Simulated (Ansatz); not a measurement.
Consider the following.

```yaml
crystal:
  lattice:
    - [0.00000, 2.75501, 2.62110]
    - [2.75501, 0.00000, 2.62110]
    - [2.75501, 2.75501, 0.00000]
  atoms:
    - { symbol: Zn, position: [0.00000, 0.00000, 0.00000] }
    - { symbol: S, position: [0.25000, 0.25000, 0.25000] }
```

The numbers are results of r2SCAN with spin-orbit coupling, rigid bands (plane waves, PAW; Ansatz, a first-principles code), not measurements. Condition of this run: biaxial stress xx = yy = -2 GPa (compression positive) (the target of the relaxation). How the cell was made: cell and atoms relaxed with r2SCAN, then loaded as said.

Question: What conductivity effective mass do dilute electrons have at 300 K?

Answer: 0.20 mₑ.

Question: What conductivity effective mass do dilute holes have at 300 K?

Answer: 0.80 (x), 0.80 (y), 0.51 (z) mₑ.

Question: And the band gap?

Answer: 2.51 eV at this level; semilocal functionals usually fall short of the measured gap.

Rigid bands, one relaxation time for all states, no polarons.
